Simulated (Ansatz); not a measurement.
Ta₂O₅ (within 0.1 Å of C2/m, No. 12, 7 atoms in the cell; start mp-1179062), treated with r²SCAN (PAW; Ansatz, a quantum-chemistry and plane-wave program).

Settings: plane-wave cutoff 560 eV, 8×8×8 k mesh, Fermi–Dirac smearing 0.01 eV, scalar-relativistic PAW data made under PBE.

Cell (relaxed with PBEsol):

Space group C2/m (No. 12); a = 8.5583 Å, b = 6.7021 Å, c = 5.8200 Å, α = γ = 90.00°, β = 131.30°

```
atom  site  symmetry       x       y       z
----  ----  --------  ------  ------  ------
Ta      4i         m  0.2191  0.0000  0.1194
O       2d       2/m  0.0000  0.5000  0.5000
O       4e        -1  0.2500  0.2500  0.0000
O       4i         m  0.0903  0.0000  0.2787
```
(The calculation used a cell of 7 atoms; values per cell refer to that cell.)

**Question.** Give the computed band gap, smallest direct gap on the k points sampled and Γ–Γ gap.

**Answer.** 
band gap: 3.73 eV
smallest direct gap on the k points sampled: 3.88 eV
Γ–Γ gap: 4.06 eV

Note: cell and atoms aren't relaxed at this level (largest force component 0.13 eV/Å).

Spin–orbit coupling is not included.

Computed values are for the static lattice.

A start named mp-… is a Materials Project structure, which need not be a measured phase.
